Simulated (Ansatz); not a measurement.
We consider CsSnI₃ (P4/mbm, No. 127, 10 atoms in the cell; start COD 4117958; high-temperature phase), described by PBE0 (Ansatz, an electronic-structure program, plane waves, PAW).

Settings: plane-wave cutoff 460 eV, 4×4×4 k mesh, Fermi–Dirac smearing 0.01 eV, scalar-relativistic PAW data made under PBE.

Cell (relaxed at this level):

```cif
data_Cs2I6Sn2
_chemical_formula_sum 'Cs2 I6 Sn2'
_space_group_name_H-M_alt 'P 1'
_space_group_IT_number 1
_cell_length_a 8.69337
_cell_length_b 8.69337
_cell_length_c 6.34668
_cell_angle_alpha 90.000
_cell_angle_beta 90.000
_cell_angle_gamma 90.000
loop_
_space_group_symop_operation_xyz
  'x, y, z'
loop_
_atom_site_label
_atom_site_type_symbol
_atom_site_fract_x
_atom_site_fract_y
_atom_site_fract_z
_atom_site_occupancy
Cs1 Cs 0.00000 0.50000 0.00000 1
Cs2 Cs 0.50000 0.00000 0.00000 1
I1 I 0.30326 0.19674 0.50000 1
I2 I 0.69674 0.80326 0.50000 1
I3 I 0.19674 0.69674 0.50000 1
I4 I 0.80326 0.30326 0.50000 1
I5 I 0.50000 0.50000 0.00000 1
I6 I 0.00000 0.00000 0.00000 1
Sn1 Sn 0.50000 0.50000 0.50000 1
Sn2 Sn 0.00000 0.00000 0.50000 1
```

Problem. Predict the band gap and Γ–Γ gap.

Solution. 
- band gap: 1.46 eV (on the SCF k mesh)
- Γ–Γ gap: 2.90 eV

Note: the relaxation could not lower the start's symmetry, so the cell can be a saddle point above a distorted one.

Spin–orbit coupling is not included; with these elements it can move the gap by several tenths of an eV or more.

Computed values are for the static lattice.
